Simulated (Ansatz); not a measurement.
## Response to strain in MgO

Take MgO in the rock salt structure (space group Fm-3m, No. 225) as the base.

```
MgO
1.0
    0.00000     2.07958     2.07958
    2.07958     0.00000     2.07958
    2.07958     2.07958     0.00000
Mg O
1 1
Cartesian
  0.00000   0.00000   0.00000
  2.07958   2.07958   2.07958
```

Cartesian axes are those of the cell as printed.

Strains are applied to the cell and any free atomic positions relax; under biaxial strain the out-of-plane vector relaxes too.

The values are results of LDA (Ansatz, a program for electronic structure; PAW; 420 eV plane waves; without spin-orbit coupling), not measurements.

Notes on the quantities. energy relative to the base: free energy F.

```tsv
biaxial strain, plane normal [111], relaxed out of plane (%)	energy relative to the base (meV/atom)
0	0.0
0.42	0.4
0.83	1.6
1.25	?
1.67	6.4
2.08	9.8
2.5	14.0
```

### Question
Fit ΔE = Aε² + Bε³ (ε in %) to the rows shown and predict the withheld row.

### Answer
Least squares on the printed values gives A = 2.39 and B = -0.061 meV/atom (largest residual 0.0 meV/atom); this predicts 3.6 meV/atom, and the run gives 3.6 meV/atom, in agreement.

Whether these cells are dynamically stable was not tested.
